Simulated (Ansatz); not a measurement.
The reference is YSi in the rock salt structure (space group Fm-3m, No. 225; a = 5.834 Å; a hypothetical phase, not in the database extracts checked). Axes: x, y, z lie along the cube axes.

Computed with Kohn–Sham DFT with the r2SCAN functional, run in Ansatz (a program for electronic structure) with PAW and 500 eV plane waves, without spin-orbit coupling.

Perturbation: the cell is scaled by 0.9732 in all directions; the atoms relax in the strained cell.

Problem. Predict the stress tensor and what it implies for the stiffness.

Solution. Stress of the strained cell less that of the base (GPa, compression positive):
```
    6.4     0.0     0.0
    0.0     6.4     0.0
    0.0     0.0     6.4
```

Then B = −ΔP/(ΔV/V₀) with ΔV/V₀ = -0.0783 gives secant stiffness values (nonlinear terms included at this strain): B ≈ 82 GPa.

As a check, the harmonic strain energy −½ V₀ Δσ:ε is 40 meV/atom; the computed energy rise is 37 meV/atom.

Whether these cells are dynamically stable was not tested. The final runs are not spin-polarised. An odd electron count without spin: YSi. YSi has a high density of states at the Fermi level and may be magnetic at this level.
